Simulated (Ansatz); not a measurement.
Si on the C site (Si_C) in 3C silicon carbide: one set of geometries, relaxed with PBE, evaluated in Ansatz (PAW, plane waves to 420 eV, 500 eV under r2SCAN) with PBE, r2SCAN.

Details: 64-site cell; 2×2×2 shifted k-points; start: the C site; not converged in cell size; flagged in the runs: a doubtful potential alignment.

```json
[
 {"quantity": "host gap (eV)", "PBE": "1.37", "r2SCAN": "1.72"},
 {"quantity": "ε(+2/+1) above the VBM (eV)", "PBE": "not bound", "r2SCAN": "not settled"},
 {"quantity": "neutral formation energy against graphite, silicon (eV)", "PBE": "3.95", "r2SCAN": "4.12"}
]
```

PBE narrows the gap by 0.35 eV against r2SCAN, the highest level run.

"Not bound" means that the carrier spreads over host band states in this cell; a shallow level, bound over tens of ångströms, can't be resolved here.

Ansatz is a quantum-chemistry and plane-wave program.
